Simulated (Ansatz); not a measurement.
**Response to strain in Ru2Si**

Take Ru$_{2}$Si (space group Pnma, No. 62; a cell from a computed database, its experimental status unchecked) as the base.

```xyz
12
Lattice="5.2659 0.0000 0.0000 0.0000 4.0061 0.0000 0.0000 0.0000 7.3957" Properties=species:S:1:pos:R:3 pbc="T T T"
Si     1.5777     1.0015     6.6723
Si     3.6882     3.0046     0.7234
Si     1.0552     3.0046     2.9745
Si     4.2107     1.0015     4.4212
Ru     2.7072     3.0046     5.8253
Ru     2.5587     1.0015     1.5703
Ru     5.1917     1.0015     2.1275
Ru     0.0742     3.0046     5.2682
Ru     4.3866     1.0015     6.9132
Ru     0.8793     3.0046     0.4825
Ru     3.5123     3.0046     3.2154
Ru     1.7537     1.0015     4.1803
```

Cartesian axes are those of the cell as printed.

Strains are applied to the cell and any free atomic positions relax; under stress the whole cell relaxes.

The values are results of r2SCAN (Ansatz, a program for electronic structure; PAW; 500 eV plane waves; no SOC), earlier PAW set, not measurements.

Notes on the quantities. pressure: mean of the normal stresses, compression positive; energy relative to the base: free energy F.

```csv
case,pressure,energy relative to the base,volume per atom
base,0.0 GPa,0 meV/atom,13.00 Å³
isotropic strain −5.54 %,71.9 GPa,+0.391 eV/atom,10.96 Å³
uniaxial strain ε_yy = −0.91 %,2.7 GPa,+1.5 meV/atom,12.88 Å³
uniaxial strain ε_yy = +2.39 %,-6.3 GPa,+9.5 meV/atom,13.31 Å³
uniaxial strain ε_zz = −2.31 %,7.5 GPa,+10 meV/atom,12.70 Å³
"uniaxial stress, 1 GPa compression along x",–,+0.1 meV/atom,12.98 Å³
```

Without a gap, meshes like the base's 7×9×5 leave anisotropic stresses uncertain by several tenths of a GPa, and small strain energies with them. Stability under load was not tested beyond the relaxation. All final runs are without spin polarisation.
